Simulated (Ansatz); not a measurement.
## SnO2: strain along the normal

SnO2 (rutile, P4_2/mnm, 12.176 Å³/atom at rest, c along z) under an equal strain ε in the (001) plane with the normal axis free, as in a coherent film. PBEsol in Ansatz, a plane-wave DFT program (PAW, default set), 420 eV, 7×7×10 Γ-centred mesh, Fermi-Dirac smearing 0.05 eV; ions are relaxed within the symmetry of each cell.

Here s stands for strain and y for normal strain.

```csv
strain (%),normal strain (%)
-1.20,0.89
-0.60,0.44
0.00,0.00
0.60,-0.41
1.20,-0.81
3.00,?
```

The 5 complete rows are fitted with a straight line, y against s. Means: s 0, y 0.022. About the means, the sum of products is -2.5500 and the sum of squares of s is 3.6000; the slope is their ratio. Least squares gives y = 0.022 - 0.7083·s. Residuals (row less fit): 0.018, -0.007, -0.022, -0.007, 0.018; standard error 0.020 (degrees of freedom: 3). The slope, -0.71 ± 0.01, is the elastic response of the normal axis, −2C13/C33.

### Question
Predict the withheld y at s = 3.00 from the fit, and compare with the calculation.

### Answer
y = 0.022 - 0.7083 × 3.0 = -2.103%. The calculation gives -1.88%, 0.223% above the prediction (8.1 % of the range of y in the table). The row lies outside the fitted rows, so this is an extrapolation. From the scatter of the fitted rows alone, a prediction at this place has a standard error of 0.039%, so the miss is 5.7 times that.

One order more, fitted to all 11 runs of the series, follows each within 0.01, so the miss is the next term of a smooth law. Rows are the converged runs of the series near zero and its far end; series whose fitted rows scatter by over a few per cent of the range, as at a crossing or softening among them, aren't shown in this form. Most that stay on the fit to the last digits aren't either.
